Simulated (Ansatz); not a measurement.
**CdS: x(Si) = 0.75, 8 atoms, Cm**

Take CdS in the zinc blende structure (space group F-43m, No. 216; a = 5.9266 Å) as the base.

The other end (x = 1) is CdSi in the zinc blende structure (space group F-43m, No. 216; a hypothetical phase, not in the database extracts checked): 27.28 Å³/atom, gap zero; this end may not be an ambient phase.

It is then changed as follows: Si replaces 75.0 % of the S, ordered in a cell of 8 atoms (starting symmetry Cm) and fully relaxed.

Calculations: Ansatz (an electronic-structure program), PBE, PAW, cutoff 420 eV, no SOC. Settings: 13×13×6 k-points, 0.05 eV Fermi–Dirac smearing, for the changed cell.

Volume per atom: 23.55 Å³ (base 26.02 Å³)
Density: 4.99 g/cm³ (base 4.61 g/cm³)
Shortest interatomic distance: 4.492 bohr (base 4.850 bohr)
Band gap: zero (base 1.04 eV)
Mixing energy: -0.23 eV/atom (to 0.01 eV only: unlike meshes or grids) (against an end that may be hypothetical)
Deviation of the volume from the linear (Vegard-type) interpolation: -12.7 %

These are small ordered cells, not random alloys; other orderings at the same x differ. Whether these cells are dynamically stable was not tested. The final runs are not spin-polarised. Under x(Si) = 0.75, 8 atoms, Cm the cell changed shape so far that it is another structure.
